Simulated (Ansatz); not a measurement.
# SrGaHO2 (model structure, started from the SrVO2H type, P4/mmm, No. 123, 5 atoms in the cell)

Computed with PBE0 (Ansatz, an electronic-structure program, PAW).

Run with plane-wave cutoff 460 eV, 6×6×6 k mesh, Fermi–Dirac smearing 0.01 eV, scalar-relativistic PAW data made under PBE.

Cell (relaxed with PBEsol):

Space group P4/mmm (No. 123); a = 3.937 Å, b = 3.937 Å, c = 3.581 Å, α = 90.00°, β = 90.00°, γ = 90.00°

| atom | site | symmetry | x | y | z |
|---|---|---|---|---|---|
| Sr | 1d | 4/mmm | 0.5000 | 0.5000 | 0.5000 |
| Ga | 1a | 4/mmm | 0.0000 | 0.0000 | 0.0000 |
| O | 2f | mmm. | 0.0000 | 0.5000 | 0.0000 |
| H | 1b | 4/mmm | 0.0000 | 0.0000 | 0.5000 |

```yaml
band_gap: 3.18 eV (on the SCF k mesh)
direct gap at Γ: 8.09 eV
```

Note: the relaxation could raise the start's symmetry but not lower it, so the cell can be a saddle point; cell and atoms aren't relaxed at this level (pressure 0.6 GPa).

Spin–orbit coupling is not included.

Static lattice: no zero-point or thermal effects.

A model structure was made by putting elements into a prototype or built by hand; it is no filed structure, need not be a known phase, and can be a saddle point held by its symmetry.
